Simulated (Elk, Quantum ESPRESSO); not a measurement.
**Equation of state of zinc-blende CdS (space group 216): energy against volume (Elk, LDA)**

```yaml
crystal:
  lattice:
    - [0.00000, 2.79682, 2.79682]
    - [2.79682, 0.00000, 2.79682]
    - [2.79682, 2.79682, 0.00000]
  atoms:
    - { symbol: Cd, position: [0.00000, 0.00000, 0.00000] }
    - { symbol: S, position: [0.75000, 0.75000, 0.75000] }
```

Level of theory: LDA (PW92), all-electron FP-LAPW, Elk's shipped species files, APW+lo basis with extra local orbitals (Elk). Settings: rgkmax = 9.12; swidth = 0.000367493 Ha; ngridk = 10 10 10; gmaxvr = 16 1/bohr; nxlo = 2; lorbcnd = true; rmtscf = 0.89; lmaxi = 3; maxscl = 100; sphere radii = {Cd: 2.314, S: 1.958} bohr. The cell above is the first row's. The rows scale it uniformly. In all rows fractional positions and the k mesh are held. E is the free energy at the stated smearing, counted from the lowest row.

```csv
V (Å^3/atom),E (meV/atom)
21.877,?
22.353,24.03
22.829,10.97
23.304,3.18
23.780,0.00
24.255,0.99
24.731,5.71
25.206,13.72
25.682,24.68
```

Fit E of the 8 rows that show it with the third-order Birch-Murnaghan form, a cubic in V^(-2/3). With u = V^(-2/3) - 0.120, the rows have u = 0.006021, 0.004263, 0.002569, 0.000928, -0.000656, -0.002193, -0.003677, -0.005119. Least squares gives E = 0.109 - 843.0·u + 785455·u² + 2393735·u³. Residuals (row less fit): 0.000, -0.005, 0.012, -0.005, -0.009, 0.000, 0.011, -0.005; standard error 0.010 (degrees of freedom: 4). Its minimum lies at u = 0.000535, so V0 = (0.120535)^(-3/2) = 23.90. There d²E/du² = 1579000 and d³E/du³ = 1.436e7, so B0 = (4/9) × 23.90^(-7/3) × 1579000 × 0.160218 = 68.3 GPa (the last factor turns the table's units into GPa), and B0' = 4 + (2/3) × 0.120535 × (1.436e7)/1579000 = 4.7.

Task: Estimate the missing E (V = 21.877); what did the run itself give?

Result: u = 0.007842, so E = 0.109 - 843.0 × 0.007842 + 785455 × 0.007842² + 2393735 × 0.007842³ = 42.956 meV/atom. The calculation gives 42.87 meV/atom, 0.086 meV/atom below the prediction (0.2 % of the range of E in the table). The row lies outside the fitted rows, so this is an extrapolation. From the scatter of the fitted rows alone, a prediction at this place has a standard error of 0.031 meV/atom, so the miss is 2.8 times that.

Carrying the step between the two nearest rows on in a straight line would have given 37.09, off by 5.78; series whose last step already gives the withheld value aren't shown. The scan was laid around a cell of about the measured size, scaled by a guess for this functional. This is a metastable polymorph. The runs keep the symmetry of the cell, so they don't test it for distortions. A plane-wave scan with the same functional (Quantum ESPRESSO, GBRV) gives V0 = 23.99 Å^3/atom and B0 = 67.8 GPa; a Birch-Murnaghan fit to all rows here lies -0.4 % from it in V0 and 1 % in B0; the two differ in basis, and may differ in potentials and mesh. Values depend on the basis (sphere radii, cutoffs, local orbitals), which need not be converged. Sphere radii are the same in all rows. Cutoffs and mesh are single choices, not tested for convergence of this quantity. Series with a scatter that would blur these digits, or in which a gap closes, are not shown. Nor are scans whose minimum lies at an end fitted in this form.
